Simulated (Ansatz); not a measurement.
Functionals compared on a constructed model of the (111) surface of fcc Pt, a pseudomorphic layer of Ga in the host's stacking (bottom of the slab: a bare face, its two planes held), in Ansatz (plane waves, PAW). The structure was relaxed with PBE; the other rows are single points on it. Cutoff 420 eV (500 eV for r2SCAN).

Slab: 7 atoms, 13.6 Å thick at the start; k 15x15x1, smearing 0.1 eV, dipole-corrected; 2 atoms held, the rest relaxed; start symmetry kept, larger cells not searched; no spin, no spin-orbit, no U. In PBE it is, or lies within 0.01 eV a 1x1 cell of, the lowest of the 2 structures of its composition computed so far; larger cells were not tried. These notes are the PBE run's.

| functional | work function of the top face (eV) | rough cost of the single point |
|---|---|---|
| PBE | 4.56 | – |
| RPBE | 4.43 | very roughly 40 core-seconds |
| r2SCAN | 4.67 | about 60 core-seconds (a rough figure) |

Ansatz is an electronic-structure program.
